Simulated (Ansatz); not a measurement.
Levels about the gap of amorphous Si$_{24}$O$_{51}$Al$_{2}$ (77 atoms in a cell of 1189 Å³, 2.16 g/cm³; zone centre alone, so wide bands show as single levels with stretches between that a denser mesh fills), at the geometry that PBE relaxed, where it gives 0.0 GPa on a denser mesh. The participation number counts the atoms over which a state spreads; weights are charges in smoothed Voronoi cells. The levels come from a single point, so bond lengths are those of that geometry. Method of the levels: PBE, scalar-relativistic without spin-orbit coupling (Ansatz, a quantum-chemistry and plane-wave program). Sampling: the zone centre alone; Fermi-Dirac width 0.02 eV; no spin polarisation. At PBE the levels at the filled edge of the gap are localised (band-tail or defect states), and the nearest spread-out levels lie 5.0 eV apart at the zone centre.

Preparation: random packing, a CHGNet melt and quench, and a DFT relaxation. O atoms were pushed apart under 1.9 Å during the dynamics, to hinder bonds among them. The hot cell started wider than the set density and was brought back towards it in steps. It is the lowest in DFT energy of 2 quenches. It is a model cell: composition and starting density were chosen by hand, and all elements were melted together. No dispersion term was used. Its density started from a set value of 2.24 and ended at 2.16 g/cm³. The quench (nominally 320 K/ps over its main leg) was far faster than any real one, so the model tends to hold more defects than a real film. Values belong to this one cell and scatter from quench to quench. The volume was free in the relaxation, at fixed shape. Stress components on the final sampling reach 1.2 GPa.

```tsv
E - E(highest filled), eV	filling	participation number	largest on	weight O	weight Si	weight Al
-0.46	filled	31.5	O, 2 neighbours	0.96	0.04	0.00
-0.41	filled	34.3	O, 2 neighbours	0.96	0.03	0.00
-0.39	filled	27.5	O, 2 neighbours	0.96	0.03	0.00
-0.33	filled	24.4	O, 2 neighbours	0.96	0.03	0.00
-0.32	filled	15.8	O, 2 neighbours	0.97	0.03	0.00
-0.16	filled	9.9	O, 2 neighbours	0.97	0.03	0.01
0.00	filled	7.1	O, 2 neighbours	0.96	0.04	0.00
4.66	empty	39.5	Al, 3 neighbours	0.66	0.20	0.14
5.75	empty	11.1	Al, 3 neighbours	0.56	0.13	0.31
6.14	empty	15.7	Al, 3 neighbours	0.61	0.18	0.22
6.18	empty	25.8	Si, 4 neighbours	0.60	0.33	0.07
6.56	empty	27.1	Al, 3 neighbours	0.62	0.20	0.17
6.78	empty	44.5	Al, 3 neighbours	0.63	0.27	0.10
```

Most localised among these is the filled level at +0.00 eV, on a O atom, which has 2 neighbours (Si 1.62 Å, Si 1.62 Å).
